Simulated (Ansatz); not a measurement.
Consider TiC in the rock salt structure (space group Fm-3m, No. 225; a = 4.328 Å; relaxed with 0.1 eV smearing). Axes: x, y, z lie along the cube axes.

Method: r2SCAN in Ansatz (plane waves to 500 eV, PAW, scalar-relativistic without spin-orbit coupling).

The change: tensor shear ε_xy = +1.71 % (engineering shear γ = 0.0342), atoms relaxed at fixed cell.

**Question.** Predict the stress tensor and what it implies for the stiffness.

**Answer.** Stress of the strained cell less that of the base (GPa, compression positive):
```
    0.1    -6.4     0.0
   -6.4     0.1     0.0
    0.0     0.0     0.0
```

Then −Δσ/γ with γ = 2ε = 0.0342 gives secant stiffness values (nonlinear terms included at this strain): C66 ≈ 188 GPa.

As a check, the harmonic strain energy −½ V₀ Δσ:ε is 7.0 meV/atom; the computed energy rise is 7.0 meV/atom.

Whether these cells are dynamically stable was not tested. All final runs are without spin polarisation.

Ansatz is an electronic-structure program.
